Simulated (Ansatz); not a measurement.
Start from Sn (space group I4_1/amd, No. 141; a = 5.888 Å, c = 3.187 Å; relaxed with 0.1 eV smearing). Axes: x, y, z lie along a, b, c of the conventional cell.

Level of theory: r2SCAN (Ansatz, an electronic-structure program), no spin-orbit coupling, earlier PAW set.

Base values:

The pressure is 0.0 GPa and the shortest interatomic distance comes out as 3.050 Å.

Modification: biaxial strain −4.86 %, plane normal [001], relaxed out of plane (Cartesian); in-plane vectors clamped, the third vector and the atoms free.

Task: How does this affect the energy relative to the base, ratio −ε⊥/ε∥, pressure and shortest interatomic distance?

Result: The energy grows by 46 meV/atom; the ratio −ε⊥/ε∥ comes out as 1.12; the pressure (mean of the normal stresses, compression positive) goes from zero to 3.7 GPa; the shortest interatomic distance drops by 0.126 Å to 2.924 Å.

A biaxial case was relaxed in a doubled cell and then solved in the primitive one. No phonon test of stability was made.
